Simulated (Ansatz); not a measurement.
# A constructed model of the (0001) surface of hcp Ti, a layer of Ge in place of the second plane (bottom of the slab: a bare face, its two planes held)

All values below come from PBE (plane waves to 420 eV, PAW; Ansatz, a program for electronic structure).

Slab: 6 atoms, 11.1 Å thick at the start; k 15x15x1, smearing 0.1 eV, dipole-corrected; 2 atoms held, the rest relaxed; held to the start's symmetry, so lower structures may exist; no spin, no spin-orbit, no U. In PBE it lies 0.19 eV a 1x1 cell over the lowest computed structure of the same composition (a layer of Ge in place of the third plane).

```json
{
 "work_function_of_the_top_face": "4.51 eV",
 "energy_released_by_relaxation": "0.033 eV",
 "cost": "around 2.6 core-minutes (rough)"
}
```
